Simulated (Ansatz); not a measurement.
Consider GaSb in the zinc blende structure (space group F-43m, No. 216; a = 6.132 Å). Axes: x, y, z lie along the cube axes.

All numbers come from Kohn–Sham DFT with the r2SCAN functional, run in Ansatz (an electronic-structure program) with PAW and 500 eV plane waves, scalar-relativistic without spin-orbit coupling.

Strains are applied to the cell and any free atomic positions relax; under biaxial strain the out-of-plane vector relaxes too.

One change was made to it. Results:

```json
[
 {"quantity": "pressure", "base": "0.1 kbar", "after": "39.1 kbar"},
 {"quantity": "band gap", "base": "0.41 eV", "after": "0.83 eV"}
]
```

Task: What was done to the base?
A. uniaxial strain ε_xx = −3.22 %
B. biaxial strain +2.49 %, plane normal [001], relaxed out of plane
C. isotropic strain −1.57 %
D. isotropic strain −2.08 %
E. uniaxial strain ε_yy = −0.82 %

Result: D, isotropic strain −2.08 %. For comparison, the band gap in the other runs: biaxial strain +2.49 %, plane normal [001], relaxed out of plane gives zero; uniaxial strain ε_xx = −3.22 % gives 0.52 eV; uniaxial strain ε_yy = −0.82 % gives 0.44 eV; isotropic strain −1.57 % gives 0.78 eV.

With Sb present, leaving out spin-orbit coupling can change the band edges. Stability against distortions was not tested. All final runs are without spin polarisation. Gaps under 0.05 eV, about the width of the smearing, are given as zero. The zero or small gap of GaSb under biaxial strain +2.49 %, plane normal [001], relaxed out of plane can change with the level of theory.
